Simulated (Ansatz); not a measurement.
System: Sr₂ScNbO₆ (model structure, started from the Ba2BiTaO6 type, R-3, No. 148, 10 atoms in the cell). Method: PBEsol (Ansatz, a first-principles code, PAW).

Numerical settings: plane-wave cutoff 520 eV, 8×8×8 k mesh, Fermi–Dirac smearing 0.01 eV, no spin polarisation, scalar-relativistic PAW data made under PBE.

Cell (relaxed with PBEsol):

NbScSr2O6 is taken in the trigonal space group R-3, hexagonal axes (No. 148), Pearson symbol hR10. Conventional cell: a = 5.693 Å, b = 5.693 Å, c = 13.806 Å, α = 90.00°, β = 90.00°, γ = 120.00°. Sr on 6c is surrounded by 3 O at 2.519 Å and 6 O at 2.832–2.862 Å and 3 O at 3.176 Å. Nb on 3b sees 6 O at 1.984 Å (octahedral). Sc on 3a sees 6 O at 2.082 Å (octahedral). O on 18f is coordinated by 1 Nb at 1.984 Å and 1 Sc at 2.082 Å and 1 Sr at 2.519 Å and 2 Sr at 2.832–2.862 Å and 1 Sr at 3.176 Å. (Neighbours: up to the widest gap in distance over summed covalent radii, below 1.35, at either atom; cation-cation and far metal-metal contacts left out.)
(The calculation used a cell of 10 atoms; values per cell refer to that cell.)

Problem. What does this level give for the band gap, smallest direct gap on the k points sampled and direct gap at Γ?

Solution. 
- band gap: 3.09 eV
- smallest direct gap on the k points sampled: 3.19 eV
- direct gap at Γ: 3.20 eV

Note: the relaxation could raise the start's symmetry but not lower it, so the cell can be a saddle point.

Spin–orbit coupling is not included.

Computing time: about 50 core-seconds (a rough figure).

A model structure was made by putting elements into a prototype or built by hand; it is no filed structure, need not be a known phase, and can be a saddle point held by its symmetry.
